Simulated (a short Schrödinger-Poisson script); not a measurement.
System: gated In0.52Al0.48As/In0.53Ga0.47As δ-doped gas in a quantum well, at 77 K.

```csv
layer,material,thickness (nm),Na (cm⁻³)
1,In0.52Al0.48As,20,-
2,In0.52Al0.48As,5,-
3,In0.53Ga0.47As,15,-
4,In0.52Al0.48As,4000,3e15
```

The device is made up for the run: typed textbook-type constants, with dimensions and the other settings drawn at random. In0.52Al0.48As: permittivity 12.5, conduction-band edge (eV) 0.52, gap (eV) 1.45, electron mass (mₑ) 0.075, Nv at 300 K (cm⁻³) 1.1e19. In0.53Ga0.47As: permittivity 13.9, conduction-band edge (eV) 0, gap (eV) 0.74, Nv at 300 K (cm⁻³) 7.7e18.

Channel valleys (confinement mass, in-plane density-of-states mass, number): Γ 0.041, 0.041, 1. At the gate the conduction-band edge of layer 1 lies 0.65 eV − eVg above the Fermi level of the channel; the field vanishes at the back. Sheet of ionised δ-doping: +2e12 e/cm² at 20 nm from the gate. The barrier under the gate holds no holes. Gaps are held at their typed values at every temperature. Mesh 0.08 nm at interfaces.

From a short Schrödinger-Poisson script (our own, NumPy): 1D Poisson equation in equilibrium, electrons quantum, Hartree plus LDA exchange-correlation (BenDaniel-Duke, 40 states a valley, the channel's in-plane mass for all, wave functions free to enter the barrier), parabolic valleys, classical holes, full ionisation, no traps, pinning or gate leakage.

The same stack at other levels of the model or other numerical settings:

```
run                                          sheet density of all electrons at Vg = 0.4 V (cm⁻²)  sheet density of all electrons at Vg = -0.1 V (cm⁻²)  capacitance at Vg = 0.4 V (μF/cm²)  centroid of the channel electrons at Vg = 0.4 V (nm)  rough cost against the base
-------------------------------------------  ---------------------------------------------------  ----------------------------------------------------  ----------------------------------  ----------------------------------------------------  ---------------------------
base                                                                                     1.61e12                                               5.11e11                               0.367                                                  5.15                      about 1
electrons treated as classical, Boltzmann                                                2.02e12                                               6.72e11                                   …                                                  0.96                         0.01
electrons treated as classical, Fermi-Dirac                                              1.64e12                                               5.36e11                               0.361                                                     …                         0.07
electrons treated as quantum, Hartree                                                    1.58e12                                               4.91e11                               0.365                                                  5.24                          0.7
mesh six times as coarse                                                                 1.61e12                                               5.10e11                               0.367                                                  5.13                          0.3
one subband a valley                                                                     1.60e12                                               5.11e11                                   …                                                  5.02                          0.3
```

Problem. Complete the blanks.

Solution. 
- electrons treated as classical, Fermi-Dirac, centroid of the channel electrons at Vg = 0.4 V (nm): 4.89
- electrons treated as classical, Boltzmann, capacitance at Vg = 0.4 V (μF/cm²): 0.435
- one subband a valley, capacitance at Vg = 0.4 V (μF/cm²): 0.355

The classical rows ignore confinement, and Boltzmann statistics overrate the density once the band edge passes the Fermi level.
